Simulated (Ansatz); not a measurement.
Defect migration in 4H silicon carbide: interstitial N, charge state -1. Level of theory: PBE, PAW (plane waves to 420 eV; Ansatz, an electronic-structure program).

72-site cell at the relaxed PBE lattice, the Γ point alone, smearing 0.01 eV, spin-restricted, no finite-size correction. Energies are static. The charge state is imposed; whether it is stable for some Fermi level was not computed. Sites that were not tried may lie lower. The order of the sites in energy changes with the mesh.

Barriers: single points on a 2×2×2 k-point mesh shifted by half a step along c at the bands' geometries (they differ from the bands' own by up to 0.30 eV, and are uncertain by about as much).

Relaxed starting cell (atoms counted from 1):

```yaml
crystal:
  lattice:
    - [9.28226, 0.00000, 0.00000]
    - [-4.64113, 8.03868, 0.00000]
    - [0.00000, 0.00000, 10.12928]
  atoms:
    - { symbol: Si, position: [0.00031, 0.00180, 0.50112] }
    - { symbol: Si, position: [0.00007, 0.33506, 0.50033] }
    - { symbol: Si, position: [0.00041, 0.66875, 0.50114] }
    - { symbol: Si, position: [0.33535, 0.00292, 0.50171] }
    - { symbol: Si, position: [0.33397, 0.33517, 0.50057] }
    - { symbol: Si, position: [0.33381, 0.66921, 0.50115] }
    - { symbol: Si, position: [0.66792, 0.00183, 0.49867] }
    - { symbol: Si, position: [0.66909, 0.33881, 0.49599] }
    - { symbol: Si, position: [0.66765, 0.66958, 0.49965] }
    - { symbol: Si, position: [0.00120, 0.99917, 0.00043] }
    - { symbol: Si, position: [0.99852, 0.33108, 0.99840] }
    - { symbol: Si, position: [0.99212, 0.66031, 0.00140] }
    - { symbol: Si, position: [0.29995, 0.97299, 0.00952] }
    - { symbol: Si, position: [0.33442, 0.33263, 0.99963] }
    - { symbol: Si, position: [0.33382, 0.66753, 0.99869] }
    - { symbol: Si, position: [0.66490, 0.99913, 0.99617] }
    - { symbol: Si, position: [0.67566, 0.34774, 0.00170] }
    - { symbol: Si, position: [0.66653, 0.66644, 0.99895] }
    - { symbol: Si, position: [0.22563, 0.11260, 0.75093] }
    - { symbol: Si, position: [0.22333, 0.44625, 0.75077] }
    - { symbol: Si, position: [0.22553, 0.78219, 0.75379] }
    - { symbol: Si, position: [0.57044, 0.12338, 0.74352] }
    - { symbol: Si, position: [0.55850, 0.44753, 0.74823] }
    - { symbol: Si, position: [0.55698, 0.78049, 0.75052] }
    - { symbol: Si, position: [0.89090, 0.11218, 0.75133] }
    - { symbol: Si, position: [0.89072, 0.44812, 0.74900] }
    - { symbol: Si, position: [0.89048, 0.77942, 0.74975] }
    - { symbol: Si, position: [0.11002, 0.22312, 0.24923] }
    - { symbol: Si, position: [0.11014, 0.55663, 0.24929] }
    - { symbol: Si, position: [0.10659, 0.88808, 0.25463] }
    - { symbol: Si, position: [0.44212, 0.22278, 0.24931] }
    - { symbol: Si, position: [0.44396, 0.55731, 0.24921] }
    - { symbol: Si, position: [0.44335, 0.89044, 0.24817] }
    - { symbol: Si, position: [0.77694, 0.22353, 0.24740] }
    - { symbol: Si, position: [0.77624, 0.55775, 0.25073] }
    - { symbol: Si, position: [0.77629, 0.89115, 0.24804] }
    - { symbol: C, position: [0.00284, 0.00217, 0.68814] }
    - { symbol: C, position: [0.00104, 0.33503, 0.68807] }
    - { symbol: C, position: [0.00315, 0.67051, 0.68742] }
    - { symbol: C, position: [0.34055, 0.00625, 0.69039] }
    - { symbol: C, position: [0.33461, 0.33531, 0.68833] }
    - { symbol: C, position: [0.33432, 0.66917, 0.68893] }
    - { symbol: C, position: [0.67001, 0.00097, 0.68443] }
    - { symbol: C, position: [0.67253, 0.34297, 0.67950] }
    - { symbol: C, position: [0.66841, 0.66969, 0.68643] }
    - { symbol: C, position: [0.99892, 0.00043, 0.18862] }
    - { symbol: C, position: [0.99936, 0.33447, 0.18663] }
    - { symbol: C, position: [0.99708, 0.66666, 0.18950] }
    - { symbol: C, position: [0.32609, 0.99822, 0.19336] }
    - { symbol: C, position: [0.33259, 0.33454, 0.18732] }
    - { symbol: C, position: [0.33279, 0.66817, 0.18705] }
    - { symbol: C, position: [0.66529, 0.00258, 0.18553] }
    - { symbol: C, position: [0.66496, 0.33537, 0.18884] }
    - { symbol: C, position: [0.66576, 0.66810, 0.18721] }
    - { symbol: C, position: [0.22389, 0.10888, 0.94035] }
    - { symbol: C, position: [0.22258, 0.44290, 0.93920] }
    - { symbol: C, position: [0.20308, 0.75850, 0.94034] }
    - { symbol: C, position: [0.61999, 0.15827, 0.91920] }
    - { symbol: C, position: [0.55592, 0.44659, 0.93777] }
    - { symbol: C, position: [0.55798, 0.77333, 0.93750] }
    - { symbol: C, position: [0.89451, 0.10818, 0.93933] }
    - { symbol: C, position: [0.89158, 0.44672, 0.93766] }
    - { symbol: C, position: [0.88860, 0.77710, 0.93926] }
    - { symbol: C, position: [0.11160, 0.22404, 0.43894] }
    - { symbol: C, position: [0.11155, 0.55740, 0.43902] }
    - { symbol: C, position: [0.11120, 0.89053, 0.44179] }
    - { symbol: C, position: [0.44522, 0.22477, 0.43806] }
    - { symbol: C, position: [0.44451, 0.55752, 0.43912] }
    - { symbol: C, position: [0.44506, 0.89092, 0.43844] }
    - { symbol: C, position: [0.77856, 0.22485, 0.43696] }
    - { symbol: C, position: [0.77940, 0.56066, 0.43667] }
    - { symbol: C, position: [0.77875, 0.89126, 0.43709] }
    - { symbol: N, position: [0.47534, 0.99701, 0.94603] }
```
Cell charge -1.

End state 1 differs by these moves (Å; atoms that move under 0.08 Å are left out):

| atom | element | Δx | Δy | Δz |
|---|---|---|---|---|
| 10 | Si | -0.10 | 0.02 | 0.01 |
| 12 | Si | 0.03 | 0.09 | -0.01 |
| 13 | Si | -0.11 | 0.19 | 0.00 |
| 16 | Si | 0.11 | -0.01 | 0.06 |
| 17 | Si | -0.04 | -0.10 | -0.06 |
| 55 | C | -0.22 | 0.05 | 0.00 |
| 57 | C | 0.07 | 0.21 | 0.00 |
| 58 | C | 0.12 | -0.21 | 0.00 |
| 61 | C | -0.06 | 0.05 | -0.02 |
| 62 | C | -0.02 | 0.08 | 0.02 |
| 73 | N | -0.70 | 1.22 | 0.00 |

Question: Give the forward and backward barriers to end state 1 at the level PBE, PAW.

Answer: forward 0.42 eV, backward 0.42 eV; at the saddle point atom 73 has neighbours C at 1.43; Si at 1.63, 2 Si at 2.07 Å. The program found a first-order saddle point.

End state 2 differs by these moves (Å; atoms that move under 0.08 Å are left out):

```json
[
 {"atom": "4", "element": "Si", "Δx": "0.00", "Δy": "0.01", "Δz": "-0.11"},
 {"atom": "12", "element": "Si", "Δx": "0.05", "Δy": "0.09", "Δz": "-0.01"},
 {"atom": "13", "element": "Si", "Δx": "0.21", "Δy": "0.34", "Δz": "-0.42"},
 {"atom": "17", "element": "Si", "Δx": "-0.01", "Δy": "-0.09", "Δz": "-0.03"},
 {"atom": "19", "element": "Si", "Δx": "-0.05", "Δy": "0.02", "Δz": "-0.09"},
 {"atom": "30", "element": "Si", "Δx": "-0.07", "Δy": "-0.07", "Δz": "0.04"},
 {"atom": "33", "element": "Si", "Δx": "0.02", "Δy": "-0.08", "Δz": "0.14"},
 {"atom": "40", "element": "C", "Δx": "-0.04", "Δy": "-0.01", "Δz": "-0.08"},
 {"atom": "49", "element": "C", "Δx": "-0.01", "Δy": "-0.16", "Δz": "0.46"},
 {"atom": "55", "element": "C", "Δx": "-0.09", "Δy": "0.06", "Δz": "-0.13"},
 {"atom": "57", "element": "C", "Δx": "0.09", "Δy": "0.21", "Δz": "-0.03"},
 {"atom": "58", "element": "C", "Δx": "-0.31", "Δy": "-0.29", "Δz": "0.01"},
 {"atom": "60", "element": "C", "Δx": "-0.05", "Δy": "0.06", "Δz": "0.01"},
 {"atom": "61", "element": "C", "Δx": "-0.07", "Δy": "0.04", "Δz": "0.01"},
 {"atom": "69", "element": "C", "Δx": "0.06", "Δy": "-0.04", "Δz": "0.09"},
 {"atom": "73", "element": "N", "Δx": "-1.05", "Δy": "0.61", "Δz": "1.80"}
]
```

Question: Predict the forward and backward barriers to end state 2 from PBE, PAW.

Answer: forward 2.59 eV, backward 2.60 eV; at the saddle point atom 73 has neighbours C at 1.76, C at 2.10; Si at 1.63, Si at 1.94 Å. The check of the saddle point's order was inconclusive.
